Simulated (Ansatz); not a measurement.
**SnO2 (P4_2/mnm): band-edge transport data**

Here is the system:

```
CELL_PARAMETERS angstrom
      4.76895     0.00000     0.00000
      0.00000     4.76942     0.00000
      0.00000     0.00000     3.21200
ATOMIC_POSITIONS crystal
  Sn 0.50000 0.50000 0.50000
  Sn 0.00000 0.00000 0.00000
  O  0.30621 0.30635 0.00000
  O  0.69379 0.69365 0.00000
  O  0.80621 0.19365 0.50000
  O  0.19379 0.80635 0.50000
```

Computed with PBEsol, rigid bands (plane waves, PAW, scalar-relativistic; Ansatz, a first-principles code). Cell: cell and atoms relaxed with PBEsol.

| Item | Value |
|---|---|
| band gap | 0.92 eV |
| electron conductivity mass (300 K, dilute) | 0.197 (x), 0.197 (y), 0.176 (z) mₑ |
| hole conductivity mass (300 K, dilute) | 1.41 (x), 1.40 (y), 1.97 (z) mₑ |
| effective density of states N_c (300 K) | 1.9e18 cm⁻³ |
| effective density of states N_v (300 K) | 4.7e19 cm⁻³ |
| density-of-states mass, electrons | 0.180 mₑ |
| density-of-states mass, holes | 1.53 mₑ |
| Seebeck coefficient, n-type 1e19 cm⁻³, 300 K | -110 μV/K |
| best n-type power factor at 300 K for τ = 10 fs (best axis; densities from 1e16 to 1e21 cm⁻³ tried, whether or not they can be reached) | 1.87 μW/(cm·K²) at 1e19 cm⁻³ |
| Seebeck coefficient, p-type 1e19 cm⁻³, 300 K | 346 μV/K |
| best p-type power factor at 300 K for τ = 10 fs (best axis; densities from 1e16 to 1e21 cm⁻³ tried, whether or not they can be reached) | 5.1 μW/(cm·K²) at 1e20 cm⁻³ |

Rigid bands; masses and Seebeck coefficients take one relaxation time τ for all states and one kind of carrier; polarons and phonon drag are left out. Spin-orbit coupling is left out; where it splits the top of the valence band, N_v and the p-type Seebeck coefficient come out somewhat high without it.
